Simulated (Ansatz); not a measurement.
# GaN (model structure, P6₂22, No. 180, 6 atoms in the cell)

Level of theory: HSE06 (plane waves, PAW; Ansatz, an electronic-structure program).

Numerical settings: plane-wave cutoff 460 eV, 9×9×4 k mesh (along the axes of the cell as run), Fermi–Dirac smearing 0.01 eV, scalar-relativistic PAW data made under PBE.

Cell (relaxed with PBEsol):

```
CELL_PARAMETERS angstrom
      3.12517     0.00000     0.00000
     -1.56259     2.70648     0.00000
      0.00000     0.00000     7.35852
ATOMIC_POSITIONS crystal
  Ga 0.50008 0.00000 0.66667
  Ga 0.00000 0.50008 0.33333
  Ga 0.49992 0.49992 0.00000
  N  0.50003 0.00000 0.16667
  N  0.00000 0.50003 0.83333
  N  0.49997 0.49997 0.50000
```

| Property | Result |
|---|---|
| band gap | 2.67 eV (on the SCF k mesh) |

Note: the relaxation could raise the start's symmetry but not lower it, so the cell can be a saddle point; cell and atoms aren't relaxed at this level (pressure -0.5 GPa).

Spin–orbit coupling is not included.

The computed numbers hold no vibrational or temperature effects.

A model structure was made by putting elements into a prototype or built by hand; it is no filed structure, need not be a known phase, and can be a saddle point held by its symmetry.
